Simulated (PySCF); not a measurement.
PySCF 2.14.0, R2SCAN/def2-tzvp, df: Zn(Cl)2 ([Cl][Zn][Cl]), 3 atoms. The geometry is a generated start, not checked to be a minimum at this level.

```yaml
task: energy
method: r2scan
basis: def2-tzvp
two_electron_scheme: density fitting
mol.max_memory: 3000 MB
mf.max_cycle: 100
mf.diis_space: 8 (default)
mf.conv_tol: 1e-09 (default)
mf.grids.level: 3 (default)
basis_functions: 122
grid_points: 58400
```

```xyz
3

Zn     0.0807    -0.0635     0.0726
Cl     1.4880     0.4047    -1.4771
Cl    -1.5687    -0.3412     1.4045
```

Charge 0 and multiplicity 1 are set for this test and not shown to be the ground state.

With the defaults (mf.DIIS = CDIIS, mf.diis = true, mf.level_shift = 0, mf.damp = 0, mf.diis_start_cycle = 1, mf.diis_damp = 0, mf.init_guess = minao) it converges in 12 Fock builds. One run each on 2 threads, 1 BLAS thread, with these changes:
- mf.damp = 0.7, mf.diis_start_cycle = 8
- mf.init_guess = mod_huckel
- mf.diis_damp = 0.3
- mf.init_guess = 1e
- mf.diis = false
- mf.DIIS = EDIIS
- mf.level_shift = 1 Hartree
- mf.init_guess = atom
- mf.level_shift = 0.3 Hartree

Problem. Which runs fail or end elsewhere than the default run?

Solution. No convergence: mf.DIIS = EDIIS; mf.diis = false (the run ends without SCF convergence in 100 cycles). The rest reach the solution of the defaults.

```tsv
setting	Fock builds	end
mf.diis_damp = 0.3	11	same solution
mf.init_guess = atom	11	same solution
the defaults	12	same solution
mf.init_guess = mod_huckel	13	same solution
mf.damp = 0.7, mf.diis_start_cycle = 8	15	same solution
mf.level_shift = 0.3 Hartree	17	same solution
mf.init_guess = 1e	19	same solution
mf.level_shift = 1 Hartree	37	same solution
mf.DIIS = EDIIS	101	no convergence
mf.diis = false	101	no convergence
```
